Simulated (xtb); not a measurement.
xtb 6.7.1, GFN2-xTB: Hf(OtBu)3(acac), 57 atoms. The geometry is a generated start, not checked to be a minimum at this level.

```
Item                                                                                                            Value
------------------------  -------------------------------------------------------------------------------------------
method                                                                                                       GFN2-xTB
--acc                                                                                                     1 (default)
--etemp (K)                                                                                             300 (default)
detailed input (--input)  none: ANC optimiser, Lindh (1995) Hessian, microcycle=20, maxdispl=1.0, hlow=0.01 (default)
basis functions                                                                                                   132
valence electrons                                                                                                 136
```

Charge 0 and multiplicity 1 are set for this test and not shown to be the ground state.

The structure is relaxed from this start with --opt LEVEL for the levels crude, sloppy, loose, lax, normal, tight, vtight, extreme, once each. Up to the end of the extreme run atoms move by at most 1.6 Å along an axis.

Problem. Choose the cheapest level whose final energy lies within 20 meV of that of extreme.

Solution. lax: 66 cycles against 99, ending 3.2 meV above.

```json
[
 {"level": "crude", "cycles": "1", "energy above the extreme run (meV)": "190", "gradient norm (eV/Å)": "0.18"},
 {"level": "sloppy", "cycles": "1", "energy above the extreme run (meV)": "190", "gradient norm (eV/Å)": "0.18"},
 {"level": "loose", "cycles": "1", "energy above the extreme run (meV)": "190", "gradient norm (eV/Å)": "0.18"},
 {"level": "lax", "cycles": "66", "energy above the extreme run (meV)": "3.2", "gradient norm (eV/Å)": "0.091"},
 {"level": "normal", "cycles": "80", "energy above the extreme run (meV)": "0.31", "gradient norm (eV/Å)": "0.030"},
 {"level": "tight", "cycles": "83", "energy above the extreme run (meV)": "0.16", "gradient norm (eV/Å)": "0.017"},
 {"level": "vtight", "cycles": "94", "energy above the extreme run (meV)": "under 0.01", "gradient norm (eV/Å)": "0.0034"},
 {"level": "extreme", "cycles": "99", "energy above the extreme run (meV)": "—", "gradient norm (eV/Å)": "0.0022"}
]
```
